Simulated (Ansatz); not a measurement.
**KCl: biaxial strain +2.08 %, plane normal [111], relaxed out of plane**

Start from KCl in the rock salt structure (space group Fm-3m, No. 225; a = 6.2427 Å). Axes: x, y, z lie along the cube axes.

Modification: biaxial strain +2.08 %, plane normal [111], relaxed out of plane (Cartesian); in-plane vectors clamped, the third vector and the atoms free.

Method: Ansatz (a program for electronic structure), PBEsol, PAW, cutoff 420 eV, no spin-orbit coupling. Settings: 9×9×9 k-points, 0.05 eV Fermi–Dirac smearing.

```tsv
quantity	base	changed	shift
volume per atom	30.41 Å³	31.00 Å³	+0.585 Å³
energy relative to the base (free energy F)	0 meV/atom	+2.1 meV/atom	+2.1 meV/atom
pressure (mean of the normal stresses, compression positive)	0.01 GPa	-0.34 GPa	-0.35 GPa
band gap	5.10 eV	4.98 eV	-0.12 eV
gap character	direct at Γ	direct at Γ	–
electron mass	0.43 mₑ (at Γ)	0.44 mₑ (at Γ)	–
hole mass	–	0.82 mₑ out of plane, 3.0 mₑ in plane (at Γ)	–
valence-band top at Γ (three highest levels, from the VBM)	0.00, 0.00, 0.00 eV	0.00, -0.08, -0.08 eV	–
valley order (the lowest conduction-band minima on the path, energy above the VBM, named in the base's zone)	Γ 5.10 eV; X along ⟨100⟩ 6.37 eV	Γ 4.98 eV; X along [001] 6.34 eV	–
out-of-plane strain	–	-2.19 %	–
ratio −ε⊥/ε∥	–	1.05	–
mean in-plane stress (compression positive)	–	-0.5 GPa	–
```

Final structure (turned so that z lies along the plane normal):

```
KCl
1.0
    4.50607     0.00000     0.00000
    2.25304     3.90237     0.00000
    2.25304    -1.30079     3.52534
K Cl
1 1
Cartesian
  0.00000   0.00000   0.00000
  2.25304   1.30079   1.76267
```

Masses are band curvatures over ±0.01 Å⁻¹ around the edge. Stability against distortions was not tested. Labels are those of the standard path for the cell's own space group.
